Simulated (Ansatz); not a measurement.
CaO (model structure, started from the wurtzite type, P6₃/mmc, No. 194, 4 atoms in the cell)

These are r²SCAN (PAW; Ansatz, an electronic-structure program) values and carry that method's errors.

Run with plane-wave cutoff 560 eV, 12×12×6 k mesh (along the axes of the cell as run), Fermi–Dirac smearing 0.01 eV, scalar-relativistic PAW data made under PBE.

Cell (relaxed at this level):

```
CELL_PARAMETERS angstrom
      3.98084     0.00000     0.00000
     -1.99042     3.44751     0.00000
      0.00000     0.00000     4.76970
ATOMIC_POSITIONS crystal
  Ca 0.66667 0.33333 0.06260
  Ca 0.33333 0.66667 0.56260
  O  0.66667 0.33333 0.56260
  O  0.33333 0.66667 0.06260
```

| Property | Result |
|---|---|
| band gap | 3.63 eV (direct) |

Note: the relaxation could raise the start's symmetry but not lower it, so the cell can be a saddle point.

The computed numbers hold no vibrational or temperature effects.

Computing time: about 9 core-seconds (a rough figure).

A model structure was made by putting elements into a prototype or built by hand; it is no filed structure, need not be a known phase, and can be a saddle point held by its symmetry.
